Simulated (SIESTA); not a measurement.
Band structure of Tc3Pd (P-6m2, 4 atoms in the cell).

```
Tc3Pd
1.0
    2.68894     0.00000     0.00000
   -1.34447     2.32869     0.00000
    0.00000     0.00000     8.75923
Tc Pd
3 1
Direct
  0.00000   0.00000   0.00000
  0.33333   0.66667   0.75574
  0.33333   0.66667   0.24426
  0.00000   0.00000   0.50000
```

Method: GGA PBEsol, numerical atomic orbitals DZP, PseudoDojo PBEsol standard norm-conserving potentials (rewritten from UPF to PSML) (SIESTA 5.4.2).

Settings: XC.functional = GGA; XC.authors = PBEsol; potentials = PseudoDojo PBEsol standard; PAO.BasisSize = DZP; PAO.EnergyShift = 0.005 Ry; MeshCutoff = 350 Ry; kgrid.MonkhorstPack = 14 14 4; OccupationFunction = MP; OccupationMPOrder = 0; ElectronicTemperature = 0.136 eV; MaxSCFIterations = 150; SCF.Mixer.Method = Pulay; SCF.Mixer.Weight = 0.2; SCF.Mixer.History = 8.

The starting cell comes from a database of computed structures (which also holds hypothetical and non-ambient phases and stackings), without a prior relaxation at this level. Its lattice was rescaled by a random factor within 2.5 % of one. Spin polarisation is off. Values carry the incompleteness of an atom-centred basis.

Levels in eV from the Fermi level, bands 28 to 33:
```tsv
point	28	29	30	31	32	33
Γ	-1.90	-1.85	-1.49	-1.49	-1.27	-1.27
M	-1.17	-0.64	0.06	0.49	1.21	2.72
K	-2.04	-1.46	-0.97	-0.15	-0.07	1.64
A	-1.80	-1.66	-1.66	-1.07	-1.07	-0.72
L	-0.60	-0.56	0.72	0.96	1.09	2.31
H	-2.10	-1.42	-0.67	-0.05	0.08	1.24
```

Bands cross the Fermi level along this path, so the cell is metallic at this level.

Higher empty bands are left out: an atom-centred basis made for the valence describes them poorly.
